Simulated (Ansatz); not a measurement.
Density of states of GaAs (F-43m) above the conduction band minimum, HSE06, rigid bands run with Ansatz (a first-principles code); cell volume 45.3 Å³.

```json
[
 {"energy from edge (eV)": "0.006", "10⁻³ states/eV/cell": "0.41"},
 {"energy from edge (eV)": "0.031", "10⁻³ states/eV/cell": "0.93"},
 {"energy from edge (eV)": "0.056", "10⁻³ states/eV/cell": "1.30"},
 {"energy from edge (eV)": "0.081", "10⁻³ states/eV/cell": "1.63"},
 {"energy from edge (eV)": "0.106", "10⁻³ states/eV/cell": "1.97"},
 {"energy from edge (eV)": "0.131", "10⁻³ states/eV/cell": "2.29"},
 {"energy from edge (eV)": "0.156", "10⁻³ states/eV/cell": "2.63"},
 {"energy from edge (eV)": "0.181", "10⁻³ states/eV/cell": "2.98"},
 {"energy from edge (eV)": "0.206", "10⁻³ states/eV/cell": "3.33"},
 {"energy from edge (eV)": "0.231", "10⁻³ states/eV/cell": "3.69"},
 {"energy from edge (eV)": "0.256", "10⁻³ states/eV/cell": "4.15"},
 {"energy from edge (eV)": "0.281", "10⁻³ states/eV/cell": "4.41"},
 {"energy from edge (eV)": "0.319", "10⁻³ states/eV/cell": "5.11"},
 {"energy from edge (eV)": "0.344", "10⁻³ states/eV/cell": "5.65"},
 {"energy from edge (eV)": "0.369", "10⁻³ states/eV/cell": "26.4"},
 {"energy from edge (eV)": "0.394", "10⁻³ states/eV/cell": "41.2"},
 {"energy from edge (eV)": "0.419", "10⁻³ states/eV/cell": "52.8"},
 {"energy from edge (eV)": "0.444", "10⁻³ states/eV/cell": "62.0"},
 {"energy from edge (eV)": "0.469", "10⁻³ states/eV/cell": "70.9"},
 {"energy from edge (eV)": "0.494", "10⁻³ states/eV/cell": "78.9"},
 {"energy from edge (eV)": "0.519", "10⁻³ states/eV/cell": "87.2"},
 {"energy from edge (eV)": "0.544", "10⁻³ states/eV/cell": "94.4"},
 {"energy from edge (eV)": "0.569", "10⁻³ states/eV/cell": "102"},
 {"energy from edge (eV)": "0.594", "10⁻³ states/eV/cell": "110"}
]
```

Q: What effective density of states at 300 K does this give (∫ g(E) exp(−E/k_BT) dE, both spins, divided by the cell's size)?

A: 4.4e17 cm⁻³, a density-of-states mass of 0.068 mₑ, valleys and band degeneracy included.

Spin-orbit coupling is left out. Geometry: cell and atoms relaxed with PBEsol.
